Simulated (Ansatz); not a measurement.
**WS2 with two functionals, pressure 5 GPa**

Start from WS2 in the 2H-MoS2 type structure (space group P6_3/mmc, No. 194; a = 3.154 Å, c = 12.137 Å; layered, stacked along the Cartesian z axis).

(Cell as relaxed with PBE-D3(BJ).)

Levels (all Ansatz, a quantum-chemistry and plane-wave program, PAW): PBE-D3(BJ) (420 eV, no SOC); PBEsol-D3(BJ) (420 eV, no SOC).

Each level relaxes its own structure.

| base | PBE-D3(BJ) | PBEsol-D3(BJ) |
|---|---|---|
| volume per atom | 17.43 Å³ | 16.49 Å³ |
| lattice parameter a | 3.154 Å | 3.115 Å |
| band gap | 0.88 eV | 0.65 eV |

The change: a hydrostatic pressure of 5 GPa.

```json
[
 {"quantity": "shift of the gap caused by the change", "PBE-D3(BJ)": "-0.27 eV", "PBEsol-D3(BJ)": "-0.25 eV"},
 {"quantity": "valence-band top at Γ (three highest levels, from the VBM)", "PBE-D3(BJ)": "0.00, -1.16, -1.63 eV", "PBEsol-D3(BJ)": "0.00, -1.06, -1.89 eV"},
 {"quantity": "c/a ratio", "PBE-D3(BJ)": "3.727", "PBEsol-D3(BJ)": "3.703"}
]
```

PBE-D3(BJ)'s shift of the gap caused by the change lies 0.027 eV below PBEsol-D3(BJ)'s; PBE-D3(BJ)'s c/a ratio lies 0.024 above PBEsol-D3(BJ)'s. Neither level is exact; PBEsol-D3(BJ) is the comparison here, not a measurement.

With W present, leaving out spin-orbit coupling can change the band edges. Load acts through the strain it causes; cell and atoms are relaxed under it. Whether these cells are dynamically stable was not tested. No other phases were tried under pressure.
